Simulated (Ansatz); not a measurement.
## Element substitutions in GaAs

The parent structure is GaAs in the zinc blende structure (space group F-43m, No. 216; a = 5.6590 Å).

Each row replaces one element on all its sites; cell and atoms are relaxed.

All numbers come from PBEsol (Ansatz, a quantum-chemistry and plane-wave program; PAW; 420 eV plane waves; no spin-orbit coupling).

```
change     band gap  shortest interatomic distance
-------  ----------  -----------------------------
base        0.42 eV                        2.450 Å
As → P   (withheld)                     (withheld)
Ga → Nb        zero                        2.488 Å
Ga → Te        zero                        2.826 Å
```

Complete the table.


- As → P, band gap: 1.45 eV
- As → P, shortest interatomic distance: 2.355 Å

Whether these cells are dynamically stable was not tested. As relaxed here, NbAs and TeAs are hypothetical phases, not in the database extracts checked. All final runs are without spin polarisation. An odd electron count without spin: TeAs. NbAs has a high density of states at the Fermi level and may be magnetic at this level.
